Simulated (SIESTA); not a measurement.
SIESTA run on NaPt2 (Fd-3m, 6 atoms in the cell): self-consistent single point.

Computed with SIESTA 5.4.2 with GGA PBEsol, numerical atomic orbitals DZP, PseudoDojo PBEsol standard norm-conserving potentials (rewritten from UPF to PSML).

```xyz
6
Lattice="0.0000 3.7523 3.7523 3.7523 0.0000 3.7523 3.7523 3.7523 0.0000" Properties=species:S:1:pos:R:3 pbc="T T T"
Na     3.7523     3.7523     3.7523
Na     5.6285     5.6285     5.6285
Pt     0.9381     0.9381     0.9381
Pt     0.9381     2.8143     2.8143
Pt     2.8143     2.8143     0.9381
Pt     2.8143     0.9381     2.8143
```

Reference input (self-consistent single point, DFT, LDA PW92, numerical atomic orbitals DZP, PseudoDojo LDA standard norm-conserving potentials (rewritten from UPF to PSML)): XC.functional = LDA; XC.authors = PW92; potentials = PseudoDojo LDA standard; PAO.BasisSize = DZP; PAO.EnergyShift = 0.01 Ry; MeshCutoff = 300 Ry; kgrid.MonkhorstPack = 8 8 8; OccupationFunction = FD; ElectronicTemperature = 0.1 eV; MaxSCFIterations = 150; SCF.Mixer.Method = Broyden; SCF.Mixer.Weight = 0.25. This run's input differs from it in these lines:

```diff
@@ -1,2 +1,2 @@
-# files in the folder: Na.psml Pt.psml (PseudoDojo LDA standard)
+# files in the folder: Na.psml Pt.psml (PseudoDojo PBEsol standard)
 SystemName  NaPt2
@@ -26,4 +26,4 @@
 
-XC.functional                LDA
-XC.authors                   PW92
+XC.functional                GGA
+XC.authors                   PBEsol
 PAO.BasisSize                DZP
```

The program printed (abridged):

```
        iscf     Eharris(eV)        E_KS(eV)     FreeEng(eV)     dDmax    Ef(eV) dHmax(eV)
   scf:    1   -16589.163713   -16660.668120   -16660.780319  1.149925 -0.905078 17.180286
   scf:    2   -16702.967117   -16687.962017   -16688.042882  0.848901 -3.359345  3.783294
   scf:    3   -16689.770499   -16689.200013   -16689.287941  0.157353 -4.013731  1.658100
   scf:    4   -16689.232485   -16689.233586   -16689.326904  0.109684 -4.128609  0.343802
   scf:    5   -16689.254845   -16689.247281   -16689.340088  0.014445 -4.066490  0.049555
   [... 4 lines left out ...]
   scf:   10   -16689.247407   -16689.247411   -16689.340518  0.000030 -4.063708  0.000444
   scf:   11   -16689.247410   -16689.247410   -16689.340518  0.000017 -4.063806  0.000301
   scf:   12   -16689.247410   -16689.247410   -16689.340518  0.000011 -4.063873  0.000232
   scf:   13   -16689.247409   -16689.247410   -16689.340518  0.000008 -4.063930  0.000173
SCF Convergence by DM+H criterion
max |DM_out - DM_in|         :     0.0000076609
max |H_out - H_in|      (eV) :     0.0001727579
SCF cycle converged after 13 iterations

Using DM_out to compute the final energy and forces

siesta: E_KS(eV) =           -16689.2474

siesta: E_KS - E_eggbox =    -16689.2474

siesta: Atomic forces (eV/Ang):
     1   -0.000027   -0.000027   -0.000027
     2    0.000026    0.000026    0.000026
     3    0.000000    0.000000    0.000000
     4   -0.000000    0.000000    0.000000
     5    0.000000    0.000000   -0.000000
     6    0.000000   -0.000000    0.000000
   Tot   -0.000000   -0.000000   -0.000000
   Max    0.000027
   Res    0.000015    sqrt( Sum f_i^2 / 3N )
   Max    0.000027    constrained

   [... lines left out ...]
siesta: FreeEng =    -16689.340518
   [... lines left out ...]
siesta:     0.006659   -0.000234   -0.000234
siesta:    -0.000234    0.006659   -0.000234
siesta:    -0.000234   -0.000234    0.006659

siesta: Cell volume =        105.667156 Ang**3

siesta: Pressure (static):
siesta:                Solid            Molecule  Units
siesta:          -0.00007252         -0.00007253  Ry/Bohr**3
siesta:          -0.00665865         -0.00665912  eV/Ang**3
siesta:         -10.66833559        -10.66908158  kBar
```

The run converged in 13 iterations. Against the reference run the pressure goes from -5.00 to -1.07 GPa.

The starting cell comes from a database of computed structures (which also holds hypothetical and non-ambient phases and stackings), without a prior relaxation at this level. Spin polarisation is off. Values carry the incompleteness of an atom-centred basis.

Cost on one core of a shared machine: roughly 40 s.
